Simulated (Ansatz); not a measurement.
**BeS: pressure series**

Start from BeS in the zinc blende structure (space group F-43m, No. 216; a = 4.8686 Å).

Cell and atoms are relaxed at each pressure.

The values are results of Ansatz (an electronic-structure program) r2SCAN, scalar-relativistic without spin-orbit coupling, not measurements.

Candidates:
(a) pressure 4.5 GPa
(b) pressure 9 GPa
(c) pressure −2 GPa
(d) pressure −1 GPa

Base values:

The band gap is 3.59 eV.

Order them by band gap, highest first.

(c) pressure −2 GPa (3.63 eV), (d) pressure −1 GPa (3.61 eV), (a) pressure 4.5 GPa (3.49 eV), (b) pressure 9 GPa (3.40 eV)

Load acts through the strain it causes; cell and atoms are relaxed under it. Whether these cells are dynamically stable was not tested. Competing high-pressure phases were not computed.
